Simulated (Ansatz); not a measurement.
Short convergence ladders for VFe3 (I4mm, 4 atoms in the cell)

```xyz
4
Lattice="-2.0335 2.0335 2.8826 2.0335 -2.0335 2.8826 2.0335 2.0335 -2.8826" Properties=species:S:1:pos:R:3 pbc="T T T"
V      0.0000     0.0000     2.9326
Fe     0.0000     2.0335     1.4413
Fe     2.0335     0.0000     1.4413
Fe     0.0000     0.0000     0.0000
```
Moments meant for the start (each program seeds them in its own way; μB, in the order of the atoms V Fe Fe Fe): 2.0 4.0 4.0 4.0.

Base method: LDA (PW92), default PAW files made with PBE (plane waves; Ansatz, a program for electronic structure).

Base settings: basis.ecutwfc = 30.9 Ry; kpoints.mp_grid.grid = 8 8 8; hamiltonian.xc = lda; hamiltonian.pseudopotentials = {kind: paw} (the program's default PAW files); magnetization.spin_polarized = true; scf.occupations.method = gaussian; scf.occupations.width = 0.0073 Ry.

The count of work is k-points × plane waves × bands × iterations; it is no time. Core times come from one kind of shared machine, to one figure; runs under 30 s give none.

**The k-point mesh**

Only quantities that move along the ladder and can be compared are tabulated.

The magnetic state is not the same in all runs (site moments differ, or a search went on to a lower state), so steps between rows are not convergence errors alone.

| kpoints.mp_grid.grid | free energy less the last step's (meV/atom) | pressure (GPa) | largest difference of a force vector from the last step's (eV/Å) | net moment (μB/atom) | count of work / last | core time / last (rough) |
|---|---|---|---|---|---|---|
| 2 2 2 | 63.84 | -18.76 | 0.146 | 1.250 | 0.026 | – |
| 3 3 3 | 9.92 | -20.39 | 0.071 | 1.196 | 0.042 | – |
| 4 4 4 | -14.90 | -21.06 | 0.074 | 1.251 | 0.074 | – |
| 6 6 6 | -2.14 | -21.34 | 0.010 | 1.221 | 0.18 | – |
| 8 8 8 | 0.62 | -21.14 | 0.007 | 1.250 | 0.34 | 0.3 |
| 9 9 9 | -0.35 | -21.34 | 0.001 | 1.229 | 0.46 | 0.4 |
| 12 12 12 | 0.00 | -21.32 | 0.000 | 1.234 | 1.0 | 1 |

Coarsest kpoints.mp_grid.grid that holds the free energy within 2 meV/atom of the last step, with all finer ones: 8 8 8, at 0.34 of the last step's count of work and about 0.3 of the last step's time; the step before is off by 2.1 meV/atom.

Coarsest kpoints.mp_grid.grid that holds the net moment within 0.02 μB/atom of the last step, with all finer ones: 4 4 4, at 0.074 of the last step's count of work; the step before is off by 0.037 μB/atom.

Coarsest kpoints.mp_grid.grid that holds the forces within 0.005 eV/Å of the last step, with all finer ones: 9 9 9, at about 0.4 of the last step's time; the step before is off by 0.007 eV/Å.

**The k-point mesh at a smearing width of 0.02 eV**

In this ladder: scf.occupations.width = 0.0015 Ry.

Only quantities that move along the ladder and can be compared are tabulated.

```csv
kpoints.mp_grid.grid,free energy less the last step's (meV/atom),pressure (GPa),largest difference of a force vector from the last step's (eV/Å),net moment (μB/atom),count of work / last,core time / last (rough)
4 4 4,-15.61,-21.04,0.085,1.250,0.049,–
5 5 5,1.72,-21.21,0.039,1.253,0.072,–
6 6 6,-2.03,-21.68,0.010,1.196,0.11,–
9 9 9,-0.64,-21.46,0.003,1.215,0.28,0.2
12 12 12,-0.11,-21.47,0.003,1.220,0.61,0.5
15 15 15,0.00,-21.45,0.000,1.223,1.0,1
```

Coarsest kpoints.mp_grid.grid that holds the forces within 0.02 eV/Å of the last step, with all finer ones: 6 6 6, at 0.11 of the last step's count of work; the step before is off by 0.039 eV/Å.

Coarsest kpoints.mp_grid.grid that holds the pressure within 0.2 GPa of the last step, with all finer ones: 9 9 9, at 0.28 of the last step's count of work and about 0.2 of the last step's time; the step before is off by 0.23 GPa.

Coarsest kpoints.mp_grid.grid that holds the net moment within 0.01 μB/atom of the last step, with all finer ones: 9 9 9, at 0.28 of the last step's count of work and about 0.2 of the last step's time; the step before is off by 0.027 μB/atom.

**The k-point mesh at a smearing width of 0.3 eV**

In this ladder: scf.occupations.width = 0.022 Ry.

Only quantities that move along the ladder and can be compared are tabulated.

```csv
kpoints.mp_grid.grid,free energy less the last step's (meV/atom),pressure (GPa),largest difference of a force vector from the last step's (eV/Å),count of work / last,core time / last (rough)
4 4 4,-11.71,-21.08,0.047,0.042,–
6 6 6,-1.24,-21.00,0.007,0.10,–
9 9 9,0.06,-20.98,0.000,0.24,0.2
12 12 12,0.01,-20.97,0.000,0.57,0.5
15 15 15,0.00,-20.97,0.000,1.0,1
```

Coarsest kpoints.mp_grid.grid that holds the pressure within 0.05 GPa of the last step, with all finer ones: 6 6 6, at 0.10 of the last step's count of work; the step before is off by 0.10 GPa.

Coarsest kpoints.mp_grid.grid that holds the free energy within 1 meV/atom of the last step, with all finer ones: 9 9 9, at 0.24 of the last step's count of work and about 0.2 of the last step's time; the step before is off by 1.2 meV/atom.

Coarsest kpoints.mp_grid.grid that holds the forces within 0.02 eV/Å of the last step, with all finer ones: 6 6 6, at 0.10 of the last step's count of work; the step before is off by 0.047 eV/Å.

On the base run: the starting cell comes from a database of computed structures (which also holds hypothetical and non-ambient phases and stackings), without a prior relaxation at this level. Its lattice was rescaled by up to half a per cent. One atom was moved a little off its site on purpose. The magnetic order is the one reached from the typed start; others were not searched systematically. The program warned that a starting moment was not kept. In the base run, with a pressure of about -21 GPa the cell is away from its equilibrium volume at this level. Ansatz's pressure includes its estimate of the finite-basis (Pulay) stress.

Keys are those of Ansatz 0.2.
